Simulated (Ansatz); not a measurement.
# A computed series for Ru: response to strain

Start from Ru in the hcp (Mg type) structure (space group P6_3/mmc, No. 194; a = 2.704 Å, c = 4.263 Å; relaxed with 0.1 eV smearing).

Strains are applied to the cell and any free atomic positions relax.

Computed with Kohn–Sham DFT with the r2SCAN functional, run in Ansatz (an electronic-structure program) with PAW and 500 eV plane waves, spin-orbit coupling left out.

Notes on the quantities. energy relative to the base: free energy F; pressure: mean of the normal stresses, compression positive.

```csv
change,shortest interatomic distance,energy relative to the base,pressure
base,2.642 Å,0 meV/atom,0.0 GPa
isotropic strain +0.50 %,2.655 Å,+3.1 meV/atom,-4.9 GPa
isotropic strain +1.00 %,2.669 Å,+12 meV/atom,-9.4 GPa
isotropic strain +1.50 %,2.682 Å,+27 meV/atom,-13.5 GPa
isotropic strain +2.00 %,2.695 Å,[?],[?]
isotropic strain +2.50 %,2.708 Å,+73 meV/atom,-20.9 GPa
isotropic strain +3.00 %,2.721 Å,+103 meV/atom,-24.1 GPa
```

Q: Fill in the withheld entries from the trend.

A: 
- isotropic strain +2.00 %, energy relative to the base: +47 meV/atom
- isotropic strain +2.00 %, pressure: -17.3 GPa

Whether these cells are dynamically stable was not tested. All final runs are without spin polarisation.
